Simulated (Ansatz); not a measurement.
End structure of a constructed model of the (110) surface of bcc Nb, a cell of two sites (a+b, b-a) layer of O, one a cell, on the site that continues the host's stacking (bottom of the slab: a bare face, its two planes held):

```
CELL_PARAMETERS angstrom
      1.91155     2.70334     0.00000
     -3.82309     2.70334     0.00000
      0.00000     0.00000    29.50000
ATOMIC_POSITIONS crystal
  Nb 0.50000 0.00000 0.27168
  Nb 0.00000 0.50000 0.27168
  Nb 0.00000 0.00000 0.35104
  Nb 0.50000 0.50000 0.35104
  Nb 0.50000 0.00000 0.43059
  Nb 0.00000 0.50000 0.43015
  Nb 0.00000 0.00000 0.50871
  Nb 0.50000 0.50000 0.51045
  Nb 0.50000 0.00000 0.58706
  Nb 0.00000 0.50000 0.59086
  Nb 0.00000 0.00000 0.67009
  Nb 0.50000 0.50000 0.66623
  O  0.50000 0.00000 0.70798
```

Set-up: 13 atoms, 13.5 Å thick at the start; mesh 11x8x1; 0.1 eV smearing; dipole correction on; 4 atoms held, the rest relaxed; symmetry of the start imposed; no spin, no spin-orbit, no U. It is one candidate, not shown to be the stable structure of the face.

Problem. What work function of the top face does PBE run with Ansatz (a program for electronic structure) give?

Solution. 4.76 eV
